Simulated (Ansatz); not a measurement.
## Ti on the Si site (Ti_Si) in metastable alpha cristobalite

These are PBE, PAW (plane waves to 420 eV; Ansatz, a program for electronic structure) values and carry that method's errors. Cell: 96 sites, 2×2×2 repeats of a cell of 12 atoms; final energies on a 2×2×2 shifted mesh. Site at the start: the Si site. Energies of charged states are corrected for periodic images (point charge plus alignment at distant sites). Dielectric constants: PBE linear response of the host. Host gap at this level: 5.51 eV. A cell of this size leaves errors of a few tenths of an eV. Levels are measured in PBE's own, too narrow, gap. Spin–orbit coupling is left out, and no Hubbard U is applied to the open shells. Each state is the lowest found from its start.

Formation energies E_f are given with the Fermi level at the valence-band maximum. Chemical conditions: O-rich (Δμ(Si) = -8.35 eV, Δμ(Ti) = -9.15 eV, bounded by anatase TiO2; only phases computed here count, gases as isolated molecules at 0 K); Si-rich (Δμ(Si) = 0.00 eV, Δμ(Ti) = -1.70 eV, bounded by TiSi2 (Cmcm); only phases computed here count, gases as isolated molecules at 0 K). Reference phases: Si: silicon, Ti: hcp Ti.

Charges with a result: +1, 0, −1. Others weren't obtained, and one of them could lie lower, also by skipping a charge.

```json
[
 {"charge": "+1*", "moment (μB)": "fractional", "largest move off a lattice site (Å)": "0.31", "image correction with alignment (eV)": "–", "E_f, O-rich (eV)": "–", "E_f, Si-rich (eV)": "–"},
 {"charge": "0", "moment (μB)": "not spin-polarised", "largest move off a lattice site (Å)": "0.28", "image correction with alignment (eV)": "0.00", "E_f, O-rich (eV)": "0.32", "E_f, Si-rich (eV)": "1.22"},
 {"charge": "−1", "moment (μB)": "1.0", "largest move off a lattice site (Å)": "0.45", "image correction with alignment (eV)": "0.32", "E_f, O-rich (eV)": "5.61", "E_f, Si-rich (eV)": "6.51"}
]
```

* At this level the carrier isn't localised at the defect: at charge +1 holes occupy the valence band. Such a state is shallow or no state of the defect, and this cell gives it no level.

Transition levels above the valence-band maximum: ε(0/−1) = 5.29 eV. On the lower envelope of the bound states, inside the gap: (0/−1) at 5.29 eV.

Flagged in the runs: a doubtful potential alignment, a host whose relaxation on this sampling wasn't shown to rest, a strain field that reaches the edge of the cell.

All states together cost around 5 core-hours (rough).
